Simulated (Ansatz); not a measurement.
What isotropic strain +2.00 % does to BN

Base system: BN in the zinc blende structure (space group F-43m, No. 216; a = 3.581 Å).

It is then changed as follows: every lattice vector is stretched by 2.00 %; the atoms relax in the strained cell.

The values are results of Ansatz (an electronic-structure program) LDA, no spin-orbit coupling, not measurements. Settings: 16×16×16 k-points, 0.05 eV Fermi–Dirac smearing.

* **Volume per atom**: 6.09 Å³ (base 5.74 Å³)
* **Space group**: F-43m (No. 216) (base F-43m (No. 216))
* **Energy relative to the base (free energy F)**: +25 meV/atom
* **Pressure**: -21.43 GPa (base -0.01 GPa)
* **Band gap**: 4.32 eV (base 4.39 eV)
* **Gap character**: indirect, Γ → X (base indirect, Γ → X)
* **Smallest direct gap**: 8.55 eV (base 8.83 eV)
* **Mean gap deformation potential ΔEg/Δln V**: -1.2 eV
* **Width of the top valence band**: 6.35 eV (base 6.77 eV)
* **Electron mass**: 0.92 mₑ along k, 0.30 mₑ across (at X) (base 0.90 mₑ along k, 0.30 mₑ across (at X))
* **Hole mass (degenerate bands, along [100])**: 0.51, 0.53, 0.53 mₑ (at Γ) (base 0.52 mₑ (at Γ))

Final structure:

```
CELL_PARAMETERS angstrom
      0.00000     1.82608     1.82608
      1.82608     0.00000     1.82608
      1.82608     1.82608     0.00000
ATOMIC_POSITIONS crystal
  B  0.00000 0.00000 0.00000
  N  0.25000 0.25000 0.25000
```

Masses are band curvatures over ±0.01 Å⁻¹ around the edge. Along k means along the line from Γ to the band edge. No phonon test of stability was made.
